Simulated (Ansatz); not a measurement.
For Bi₄Ge₃O₁₂ (I-43d, No. 220), LDA (plane waves, PAW; Ansatz, a first-principles code) gives:

| Item | Value |
|---|---|
| lattice parameter a | 10.360 Å |
| band gap at the measured cell | 3.61 eV |
| formation enthalpy | -1.746 eV/atom |

### Question
What does r²SCAN in Ansatz (PAW) give for the same quantities?

### Answer

- lattice constant a: 10.544 Å (increases by 1.8 %)
- band gap at the measured cell: 4.23 eV (goes up by 0.62 eV)
- formation enthalpy: -1.602 eV/atom (moves by +0.144 eV/atom)

Changes are worked out from the printed values.

Unless a cell is named, each level is at its own relaxed cell.

Levels without +SOC leave out spin–orbit coupling, which shifts energies and cells of such heavy elements.

Spin–orbit coupling is included only where a level's name says +SOC; with heavier elements it mostly lowers gaps and can invert bands. Density-functional gaps are differences of (generalised) Kohn–Sham levels.

Ansatz's density-functional and Hartree–Fock values are scalar-relativistic unless marked +SOC, with PAW data made under PBE.
